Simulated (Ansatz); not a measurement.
An Ansatz (a first-principles code) run: WS2 with a change (x(Re) = 0.75, 12 atoms, P-6m2); PBE-D3(BJ) (Ansatz; PAW; 420 eV plane waves; no spin-orbit coupling), earlier PAW set.

Input:

Ansatz 0.2 input:
```yaml
crystal:
  lattice:
    - [3.1359388731, 0, 0]
    - [-1.5679694366, 2.7158027288, 0]
    - [0, 0, 23.8906123749]
  atoms:
    - { symbol: Re, position: [0.6666666667, 0.3333333333, 0.2479341217] }
    - { symbol: Re, position: [0.6666666667, 0.3333333333, 0.7520658783] }
    - { symbol: W, position: [0.3333333333, 0.6666666667, 0.5] }
    - { symbol: Re, position: [0.3333333333, 0.6666666667, 0] }
    - { symbol: S, position: [0.6666666667, 0.3333333333, 0.4337073525] }
    - { symbol: S, position: [0.6666666667, 0.3333333333, 0.9341470925] }
    - { symbol: S, position: [0.3333333333, 0.6666666667, 0.1810826979] }
    - { symbol: S, position: [0.3333333333, 0.6666666667, 0.6872460759] }
    - { symbol: S, position: [0.3333333333, 0.6666666667, 0.3127539241] }
    - { symbol: S, position: [0.3333333333, 0.6666666667, 0.8189173021] }
    - { symbol: S, position: [0.6666666667, 0.3333333333, 0.5662926475] }
    - { symbol: S, position: [0.6666666667, 0.3333333333, 0.0658529075] }
basis: { ecutwfc: 420, ecutrho_ratio: 4, xc_grid: 2, fft_grid_basis: typed }
kpoints: { mp_grid: { grid: [17, 17, 2] } }
hamiltonian:
  xc: pbe
  dispersion: d3bj
  pseudopotentials: { azcp: { folder: ./paw }, kind: paw }
scf: { occupations: { method: fermi_dirac, width: 0.05 }, convergence: { dr2_threshold: 0.0000000012 } }
output: { forces: true, stress: true }
checkpoint: { write: state.ck, write_every: 1000 }
```

Output (explanatory and most iteration lines left out):

```
Pseudopotential: Re, paw, valence charge 15
Pseudopotential: W, paw, valence charge 14
Pseudopotential: S, paw, valence charge 6
Crystal: 12 atoms, lattice volume = 203.467 Å³
Basis set: ecut = 420 eV, 3931 PW (Γ), exchange–correlation on 48×48×320 points (8 copies of the dense FFT grid, shifted against one another)
Bands: 66, of which v1, the nominal top of the filled ones, is band 54 counted from 1 (53 counted from 0)
Symmetry: 12 space group operations
Space group: P-6m2 (ITA 187), of the structure as read, at distance tolerance 5.9e-5 Å
k-points: 66 of 578 (time reversal used)
Functional: x = pbe(κ = 0.804, μ = 0.2195149727645171), c = pbe(β = 0.06672455060314922)
SCF iter   1: F=—  HF=-50224.909316 eV  |F-HF|=—  |Δ(HF+E_count)|=         —  Δρ=6.70e-2  dr2=3.43e1  ethr=3.10e-3  ⟨swp⟩=8.1  Hψ=20459  notcnv=0  defer=4
SCF iter   2: F=—  HF=-50221.966467 eV  |F-HF|=—  |Δ(HF+E_count)|=    2.94e0  Δρ=3.90e-2  dr2=1.38e1  ethr=3.10e-3  ⟨swp⟩=3.1  Hψ=6916  notcnv=0  defer=126
SCF 1 converged in 14 iterations: F = -50219.954972 eV  dr2 = 2.45e-10
SCF converged after 14 iterations
Free energy (F): -50219.954972 eV
Internal energy: -50219.883234 eV  (E = F + TS)
E sigma→0 (E₀):  -50219.919103 eV
Entropy (-TS):   -0.071739 eV (-5.978 meV/atom)
Fermi energy:    13.483540 eV
  E_disp       = -5.165111  (pairwise vdW)
--- Forces (eV/Å), atoms counted from 1 ---
  atom   1  Re    -0.00000000     0.00000000    -0.00613498
  atom   2  Re    -0.00000000     0.00000000     0.00613498
  atom   3  W      0.00000000    -0.00000000     0.00000000
  atom   4  Re     0.00000000    -0.00000000     0.00000000
  atom   5  S      0.00000000     0.00000000    -0.00234940
  atom   6  S     -0.00000000     0.00000000     0.00204906
  atom   7  S      0.00000000    -0.00000000     0.00638845
  atom   8  S      0.00000000    -0.00000000    -0.00135441
  atom   9  S      0.00000000    -0.00000000     0.00135441
  atom  10  S      0.00000000    -0.00000000    -0.00638845
  atom  11  S      0.00000000     0.00000000     0.00234940
  atom  12  S     -0.00000000     0.00000000    -0.00204906
--- Stress (GPa, compression-positive) ---
       -0.010275      -0.000000      -0.000000
       -0.000000      -0.010275       0.000000
       -0.000000       0.000000      -0.009312
  P = ⅓ Tr σ = -0.0100 GPa (-0.100 kbar)
```

Each cell is one ordered arrangement of few atoms, which overstates ordering effects compared with a random alloy. No phonon test of stability was made. The final runs are not spin-polarised. An odd electron count without spin: Re3WS8. The cell was made from WS2 by this change: x(Re) = 0.75, 12 atoms, P-6m2. Re3WS8 has a high density of states at the Fermi level and may be magnetic at this level.
